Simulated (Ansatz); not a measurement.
# BaHfO3: response to strain

Base system: BaHfO$_{3}$ in the cubic perovskite structure (space group Pm-3m, No. 221).

```yaml
crystal:
  lattice:
    - [4.15753, 0.00000, 0.00000]
    - [0.00000, 4.15753, 0.00000]
    - [0.00000, 0.00000, 4.15753]
  atoms:
    - { symbol: Ba, position: [0.00000, 0.00000, 0.00000] }
    - { symbol: Hf, position: [0.50000, 0.50000, 0.50000] }
    - { symbol: O, position: [0.50000, 0.00000, 0.50000] }
    - { symbol: O, position: [0.00000, 0.50000, 0.50000] }
    - { symbol: O, position: [0.50000, 0.50000, 0.00000] }
```

Cartesian axes are those of the cell as printed.

Strains are applied to the cell and any free atomic positions relax.

Computed with PBEsol/PAW in Ansatz (an electronic-structure program), no SOC.

Notes on the quantities. energy relative to the base: free energy F.

```json
[
 {"variant": "base", "gap character": "–", "band gap": "3.58 eV", "energy relative to the base": "0 meV/atom", "electron mass": "–"},
 {"variant": "uniaxial strain ε_zz = −3.00 %", "gap character": "direct at Γ", "band gap": "3.48 eV", "energy relative to the base": "+15 meV/atom", "electron mass": "2.1 mₑ along z, 0.32 mₑ across (at Γ)"},
 {"variant": "uniaxial strain ε_zz = −2.40 %", "gap character": "indirect, A → Γ", "band gap": "3.52 eV", "energy relative to the base": "+9.6 meV/atom", "electron mass": "2.1 mₑ along z, 0.32 mₑ across (at Γ)"},
 {"variant": "uniaxial strain ε_zz = −1.80 %", "gap character": "indirect, A → Γ", "band gap": "3.53 eV", "energy relative to the base": "+5.3 meV/atom", "electron mass": "2.1 mₑ along z, 0.33 mₑ across (at Γ)"},
 {"variant": "uniaxial strain ε_zz = −1.20 %", "gap character": "indirect, A → Γ", "band gap": "3.55 eV", "energy relative to the base": "+2.3 meV/atom", "electron mass": "2.2 mₑ along z, 0.33 mₑ across (at Γ)"},
 {"variant": "uniaxial strain ε_zz = −0.60 %", "gap character": "indirect, A → Γ", "band gap": "3.57 eV", "energy relative to the base": "+0.5 meV/atom", "electron mass": "2.2 mₑ along z, 0.33 mₑ across (at Γ)"}
]
```

Spin-orbit coupling, missing from the scalar runs, can matter with Hf. Effective masses come from finite differences of ±0.01 Å⁻¹. Whether these cells are dynamically stable was not tested. Labels are those of the standard path for the cell's own space group.
